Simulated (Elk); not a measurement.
**What a tighter setting buys: rgkmax, LiIn (Fd-3m, 4 atoms in the cell)**

```xyz
4
Lattice="0.0000 3.4075 3.4075 3.4075 0.0000 3.4075 3.4075 3.4075 0.0000" Properties=species:S:1:pos:R:3 pbc="T T T"
Li     0.0000     0.0000     0.0000
Li     1.7037     1.7037     1.7037
In     3.4075     3.4075     3.4075
In     5.1112     5.1112     5.1112
```

Level of theory: LDA (PW92), all-electron FP-LAPW, Elk's shipped species files, default APW+lo basis run with Elk.

Base settings: xctype = 3; rgkmax = 7; stype = 1; swidth = 0.00999582 Ha; ngridk = 7 7 7.

Misses are taken against the tightest run, 9.9, which need not be fully converged itself. The energy is the total energy (no entropy term) per atom.

Core times come from one kind of shared machine and are given to one figure; runs under 30 s give none.

The starting cell comes from a database of computed structures (which also holds hypothetical and non-ambient phases and stackings), without a prior relaxation at this level. Values depend on the basis (sphere radii, cutoffs, local orbitals), which need not be converged.

```tsv
rgkmax	energy less reference (meV/atom)	core time / reference (rough)
4.43	1462.94	–
4.95	751.74	–
5.42	398.41	–
5.86	202.74	–
6.26	111.23	–
6.64	59.14	–
7	32.24	–
7.51	13.43	–
7.98	5.72	0.5
8.57	1.94	0.6
9.26	0.46	0.7
9.9	0.00	1
```

Coarsest setting among those run that, with all tighter ones, holds the energy within 5 meV/atom of the reference: 8.57, off by 1.9 meV/atom; its saving against the reference is no more than about a factor of 2 in time.

Coarsest setting among those run that, with all tighter ones, holds the energy within 1 meV/atom of the reference: 9.26, off by 0.46 meV/atom; its saving against the reference is no more than about a factor of 2 in time.
